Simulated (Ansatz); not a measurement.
Consider SiO2 (space group P3_221, No. 154).

```
CELL_PARAMETERS angstrom
      4.92039     0.00000     0.00000
     -2.46019     4.26118     0.00000
      0.00000     0.00000     5.41626
ATOMIC_POSITIONS crystal
  Si 0.00000 0.46893 0.33333
  Si 0.53107 0.53107 0.00000
  Si 0.46893 0.00000 0.66667
  O  0.14403 0.73088 0.54884
  O  0.26912 0.41316 0.21551
  O  0.58684 0.85597 0.88217
  O  0.73088 0.14403 0.45116
  O  0.41316 0.26912 0.78449
  O  0.85597 0.58684 0.11783
```

Method: r2SCAN (Ansatz, an electronic-structure program, PAW, no SOC), earlier PAW set.

One change was made to it. Results:

The shortest interatomic distance stays essentially unchanged (1.612 Å against 1.611 Å); the density rises by 0.06 g/cm³ to 2.70 g/cm³; the band gap goes up by 0.08 eV (6.60 eV → 6.68 eV).

Question: What was done to the base?
(A) pressure 2.1 GPa
(B) pressure 0.9 GPa
(C) pressure 30 GPa

Answer: B, pressure 0.9 GPa. For comparison, the band gap in the other runs: pressure 2.1 GPa gives 6.78 eV; pressure 30 GPa gives 7.84 eV.

Load acts through the strain it causes; cell and atoms are relaxed under it. No phonon test of stability was made. Competing high-pressure phases were not computed.
